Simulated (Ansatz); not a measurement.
Consider GaAs in the zinc blende structure (space group F-43m, No. 216; a = 5.667 Å).

Level of theory: Ansatz (a program for electronic structure), r2SCAN, PAW, cutoff 500 eV, scalar-relativistic without spin-orbit coupling.

Base values:

- Valley order: Γ 0.96 eV; L along ⟨111⟩ 1.35 eV; a point along ⟨100⟩, about 1.0 Å⁻¹ from Γ 1.72 eV
- Density: 5.28 g/cm³
- Hole mass: 0.050, 0.34, 0.34 mₑ (at Γ)

Perturbation: cell and atoms relaxed at a pressure of 2.1 GPa.

### Question
What happens to the mean gap deformation potential ΔEg/Δln V, valley order, density and hole mass?

### Answer
The mean gap deformation potential ΔEg/Δln V comes out as -8.1 eV; the valley order (the lowest conduction-band minima on the path, energy above the VBM, named in the base's zone) goes from Γ 0.96 eV; L along ⟨111⟩ 1.35 eV; a point along ⟨100⟩, about 1.0 Å⁻¹ from Γ 1.72 eV to Γ 1.18 eV; L along ⟨111⟩ 1.44 eV; a point along ⟨100⟩, about 1.0 Å⁻¹ from Γ 1.68 eV; the density increases by 0.15 g/cm³, from 5.28 g/cm³ to 5.43 g/cm³; the hole mass (degenerate bands, along [100]) goes from 0.050, 0.34, 0.34 mₑ (at Γ) to 0.060, 0.33, 0.33 mₑ (at Γ).

Load acts through the strain it causes; cell and atoms are relaxed under it. Effective masses come from finite differences of ±0.01 Å⁻¹. Stability against distortions was not tested. Tetrahedral semiconductors of this kind turn to denser phases somewhere between about 1 and 50 GPa; those were not computed, so compressed cells here can lie past the real transition.
